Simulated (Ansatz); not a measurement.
The starting structures come from a database of crystals and need not be the phases stable at ambient conditions.

 Where the default PAW files enter, the runs use the earlier of Ansatz's two default sets.

The decay constant κ of evanescent states in the gap governs leakage through a thin film.

Here is the system:

```
CELL_PARAMETERS angstrom
      2.87725     0.00000     0.00000
      0.00000     2.87725     0.00000
      1.43862    -1.43862     2.09556
ATOMIC_POSITIONS crystal
  Al 0.50000 0.50000 0.00000
  N  0.00000 0.00000 0.00000
```

Space group of this cell: I4/mmm. The cell is strained (lengths along the current scaled by 1.03, ions clamped); by r2SCAN its mean pressure is -12.9 GPa.

Transport runs along the normal of the first two printed cell vectors, the (001) (indices of the unstrained crystal) plane of the conventional cell.

The gap is the functional's own, uncorrected, and κ follows it; spin-orbit coupling is left out. Mid-gap values are interpolated between the computed energies.

### Question
Predict the band gap and the smallest decay constant κ at mid-gap from r2SCAN (Ansatz, an electronic-structure program).

### Answer
Gap 4.78 eV on a 14×14×14 mesh; κ = 0.318 1/Å, at the zone centre.
